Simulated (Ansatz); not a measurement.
## ZnSnO3 (space group R3c, No. 161)

```cif
data_O18Sn6Zn6
_chemical_formula_sum 'Zn6 Sn6 O18'
_space_group_name_H-M_alt 'R3c :H'
_space_group_IT_number 161
_space_group_name_Hall 'R 3 -2"c'
_cell_length_a 5.34186
_cell_length_b 5.34186
_cell_length_c 14.20936
_cell_angle_alpha 90.000
_cell_angle_beta 90.000
_cell_angle_gamma 120.000
loop_
_atom_site_label
_atom_site_type_symbol
_atom_site_symmetry_multiplicity
_atom_site_Wyckoff_symbol
_atom_site_fract_x
_atom_site_fract_y
_atom_site_fract_z
_atom_site_occupancy
Zn1 Zn 6 a 0.00000 0.00000 0.20625 1
Sn1 Sn 6 a 0.00000 0.00000 0.48780 1
O1 O 18 b 0.02440 0.36889 0.25188 1
```
(The calculation used a cell of 10 atoms; values per cell refer to that cell.)

Computed with PBE, PAW, 420 eV (Ansatz, an electronic-structure program; no spin-orbit coupling). Settings: 8×8×8 k-points, 0.05 eV Fermi–Dirac smearing.

* **Volume per atom**: 11.70 Å³
* **Density**: 6.59 g/cm³
* **Band gap**: 1.10 eV, direct at Γ
* **Lowest conduction-band minima above the VBM**: Γ 1.10 eV
* **Total energy**: -2209.123 eV/atom (σ→0; compares only within this code and set-up)

Stability against distortions was not tested.
